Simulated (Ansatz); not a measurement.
Here is the system:

End structure of a constructed model of the (100) surface of fcc Al, a pseudomorphic layer of Mn in the host's stacking (bottom of the slab: a bare face, its two planes held):

```xyz
7
Lattice="2.8581 0.0000 0.0000 0.0000 2.8581 0.0000 0.0000 0.0000 28.0000" Properties=species:S:1:pos:R:3 pbc="T T T"
Al     1.4290     1.4290     8.0373
Al     0.0000     0.0000    10.0583
Al     1.4290     1.4290    12.0754
Al     0.0000     0.0000    14.0801
Al     1.4290     1.4290    16.1290
Al     0.0000     0.0000    18.1986
Mn     1.4290     1.4290    19.8839
```

Set-up: 7 atoms, 11.9 Å thick at the start; mesh 13x13x1; 0.1 eV smearing; dipole correction on; 2 atoms held, the rest relaxed; start symmetry kept, larger cells not searched; spin-polarised, ending with about 3.6 μB a cell; orders that need a larger cell were not tried, no spin-orbit, no U. It is one candidate, not shown to be the stable structure of the face.

Problem. Predict the work function of the top face from PBE in Ansatz (a quantum-chemistry and plane-wave program).

Solution. 3.94 eV
